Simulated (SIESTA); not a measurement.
# How far to go with the k-point mesh at a smearing width of 0.02 eV: Ti (P-3m1, 2 atoms in the cell)

```yaml
crystal:
  lattice:
    - [1.46762, -2.54200, 0.00000]
    - [1.46762, 2.54200, 0.00000]
    - [0.00000, 0.00000, 4.65660]
  atoms:
    - { symbol: Ti, position: [0.33333, 0.66667, 0.26074] }
    - { symbol: Ti, position: [0.66667, 0.33333, 0.75000] }
```

Method of the run: LDA PW92, numerical atomic orbitals DZP, PseudoDojo LDA standard norm-conserving potentials (rewritten from UPF to PSML) (SIESTA).

Base settings: XC.functional = LDA; XC.authors = PW92; potentials = PseudoDojo LDA standard; PAO.BasisSize = DZP; PAO.EnergyShift = 0.01 Ry; MeshCutoff = 350 Ry; kgrid.MonkhorstPack = 6 6 3; OccupationFunction = FD; ElectronicTemperature = 100 meV; MaxSCFIterations = 150.

In this ladder: ElectronicTemperature = 20 meV.

Only quantities that move along the ladder and can be compared are tabulated.

Core times come from one kind of shared machine, to one figure; runs under 30 s give none.

The starting cell has typed, rounded lattice constants, without a prior relaxation at this level. Its lattice was rescaled by up to half a per cent. One atom was moved a little off its site on purpose. Spin polarisation is off. Values carry the incompleteness of an atom-centred basis. In the base run, with a pressure of about -10 GPa the cell is away from its equilibrium volume at this level. Without a gap this mesh is coarse (it stands for a supercell whose shortest vector is 14 Å).

Steps (kgrid.MonkhorstPack): 5 5 3; 6 6 3; 7 7 4; 8 8 5; 10 10 5; 12 12 7; 14 14 8; 17 17 10; 21 21 12; 25 25 14; 30 30 17.

Q: What is the coarsest kgrid.MonkhorstPack that holds the forces within 0.005 eV/Å of the last step, with all finer ones?

A: 10 10 5; the step before is off by 0.026 eV/Å.

Q: What is the coarsest kgrid.MonkhorstPack that holds the pressure within 0.2 GPa of the last step, with all finer ones?

A: 7 7 4; the step before is off by 0.69 GPa.

Q: What is the coarsest kgrid.MonkhorstPack that holds the free energy within 1 meV/atom of the last step, with all finer ones?

A: 8 8 5; the step before is off by 1.2 meV/atom.

| kgrid.MonkhorstPack | free energy less the last step's (meV/atom) | pressure (GPa) | largest difference of a force vector from the last step's (eV/Å) | core time / last (rough) |
|---|---|---|---|---|
| 5 5 3 | -0.49 | -10.88 | 0.065 | – |
| 6 6 3 | 17.35 | -10.06 | 0.009 | – |
| 7 7 4 | -1.17 | -10.64 | 0.013 | – |
| 8 8 5 | -0.82 | -10.62 | 0.026 | – |
| 10 10 5 | -0.07 | -10.78 | 0.003 | – |
| 12 12 7 | 0.68 | -10.68 | 0.003 | – |
| 14 14 8 | -0.47 | -10.74 | 0.003 | – |
| 17 17 10 | 0.15 | -10.76 | 0.001 | – |
| 21 21 12 | 0.14 | -10.75 | 0.001 | 0.4 |
| 25 25 14 | 0.06 | -10.74 | 0.002 | 0.6 |
| 30 30 17 | 0.00 | -10.75 | 0.000 | 1 |
